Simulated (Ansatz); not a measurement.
**N on the Se site + 1 H (zinc-blende ZnSe host)**

Level of theory: PBE, PAW (plane waves to 420 eV; Ansatz, a quantum-chemistry and plane-wave program). Details: 64-site cell; 2×2×2 shifted k-points; start: the Se site; H at the bond centre; finite-size errors of tenths of an eV.

Neighbours after relaxation, in Å: of the N atom: H 1.03, Zn 2.00, Zn 2.00, Zn 2.00; of the H atom: N 1.03, Zn 2.46, Zn 2.46, Zn 2.46, Zn 2.51.

The name describes the start; the neighbours show where the atoms ended.

```
charge         moment (μB)  largest move off a lattice site (Å)
------  ------------------  -----------------------------------
0       not spin-polarised                                 0.69
```

No other site or start that was run ended lower by more than 0.1 eV.
